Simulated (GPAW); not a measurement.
GPAW run on SiNi (Pmmn, 4 atoms in the cell): self-consistent single point.

Method of the run: LDA (Perdew-Wang 92), GPAW PAW datasets LDA (gpaw-data 1.0.1) (plane waves; GPAW).

```xyz
4
Lattice="2.9531 0.0000 0.0000 0.0000 3.2918 0.0000 0.0000 0.0000 4.6938" Properties=species:S:1:pos:R:3 pbc="T T T"
Si     0.0000     0.0000     0.7363
Si     1.4765     1.6459     3.9575
Ni     0.0000     0.0000     3.0862
Ni     1.4765     1.6459     1.6076
```

Reference input (self-consistent single point, DFT PBEsol, plane waves, GPAW PAW datasets PBEsol (made by gpaw-setup)): mode = pw; ecut = 800 eV; xc = PBEsol; kpts = 8 7 5; mesh shift (steps) = 0 0 0; occupations.name = fermi-dirac; occupations.width = 0.05 eV; nbands = -8; symmetry.symmorphic = false; symmetry.tolerance = 0.0005; maxiter = 100. This run's input differs from it in these lines:

```diff
@@ -15,3 +15,3 @@
 calc = GPAW(mode=PW(800),
-            xc='PBEsol',
+            xc='LDA',
             kpts={'size': (8, 7, 5), 'gamma': True},
```

Its files differ too (potentials: GPAW PAW datasets LDA (gpaw-data 1.0.1)).

Output (repeated stretches shortened):

```
     iter     time        total  log10-change:
                         energy   eigst   dens
iter:   1 --:--:--   -31.197586
iter:   2 --:--:--   -31.058789   -0.15  -1.38
iter:   3 --:--:--   -30.898937   -0.77  -1.43
iter:   4 --:--:--   -31.057681   -1.35  -1.53
iter:   5 --:--:--   -30.923821   -2.35  -1.75
iter:   6 --:--:--   -30.949420   -3.44  -2.08
iter:   7 --:--:--   -30.928841   -2.75  -2.13
iter:   8 --:--:--   -30.934079   -3.05  -2.64
iter:   9 --:--:--   -30.925909c  -3.51  -2.52
iter:  10 --:--:--   -30.925895c  -5.56  -3.46
iter:  11 --:--:--   -30.925904c  -5.89  -3.52
iter:  12 --:--:--   -30.925886c  -6.94  -3.63
iter:  13 --:--:--   -30.925883c  -6.81  -3.73
iter:  14 --:--:--   -30.925875c  -6.13  -3.79
iter:  15 --:--:--   -30.925872c  -6.89  -3.88
iter:  16 --:--:--   -30.925871c  -7.70c -4.24c
Converged after 16 iterations.

Dipole moment: (-0.000000, 0.000004, 0.000000) |e|*Ang

Energy contributions relative to reference atoms: (reference = -98318.618106)

Kinetic:        +23.070367
Potential:      -14.254820
External:        +0.000000
XC:             -39.775784
Entropy (-ST):   -0.008070
Local:           +0.038402
SIC:             +0.000000
--------------------------
Free energy:    -30.929906
Extrapolated:   -30.925871

Showing only first 2 kpts
 Kpt  Band  Eigenvalues  Occupancy
  0    18      8.42413    2.00000
  0    19      9.04236    2.00000
  0    20     11.62052    0.00000
  0    21     13.12320    0.00000

  1    18      9.24903    2.00000
  1    19      9.65921    2.00000
  1    20     12.04783    0.00000
  1    21     12.98456    0.00000

Fermi level: 10.45592

No gap
No difference between direct/indirect transitions
Energy (eV): -30.925871

Forces in eV/Ang:
  0 Si    0.00000    0.00000    0.25442
  1 Si    0.00000    0.00000   -0.25442
  2 Ni    0.00000    0.00000    0.07924
  3 Ni    0.00000    0.00000   -0.07924

Stress tensor:
     0.028371     0.000000     0.000000
     0.000000     0.030239     0.000000
     0.000000     0.000000     0.045797
Stress (GPa, Voigt): [4.5455 4.8448 7.3375 0.     0.     0.    ]
```

The run converged in 16 iterations. GPAW prints stress with tension positive. Against the reference run the pressure goes from -0.04 to -5.58 GPa and the largest force goes from 0.092 to 0.254 eV/Å.

The starting cell comes from a database of computed structures (which also holds hypothetical and non-ambient phases and stackings), without a prior relaxation at this level. Its lattice was rescaled by a random factor within 2.5 % of one. Spin polarisation is off. With a pressure of about -6 GPa the cell is away from its equilibrium volume at this level.

Cost on one core of a shared machine: roughly 2 min.
